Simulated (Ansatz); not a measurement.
AlRu under a change: uniaxial stress, 1 GPa compression along x

Take AlRu in the CsCl type structure (space group Pm-3m, No. 221; a = 2.9825 Å) as the base. Axes: x, y, z lie along the cube axes.

Now apply this change: uniaxial stress, 1 GPa compression along x; all other stress components relax to zero.

Method: Ansatz (a program for electronic structure) r2SCAN, spin-orbit coupling left out. Settings: 16×16×16 k-points, 0.05 eV Fermi–Dirac smearing.

```tsv
quantity	base	changed	shift
space group	Pm-3m (No. 221)	P4/mmm (No. 123)	–
shortest interatomic distance	2.583 Å	2.582 Å	-0.001 Å
energy relative to the base (free energy F)	0 meV/atom	+0.2 meV/atom	+0.2 meV/atom
band gap	zero	zero	–
strain response (xx, yy, zz) (rough)	–	(−0.40, +0.13, +0.13) %	–
```

Final structure:

```xyz
2
Lattice="2.9705 0.0000 0.0000 0.0000 2.9863 0.0000 0.0000 0.0000 2.9863" Properties=species:S:1:pos:R:3 pbc="T T T"
Al     0.0000     0.0000     0.0000
Ru     1.4853     1.4932     1.4932
```

Without a gap, meshes like the base's 16×16×16 leave anisotropic stresses uncertain by several tenths of a GPa, and small strain energies with them. Beyond what the load breaks, stability against distortions was not tested. The final runs are not spin-polarised.
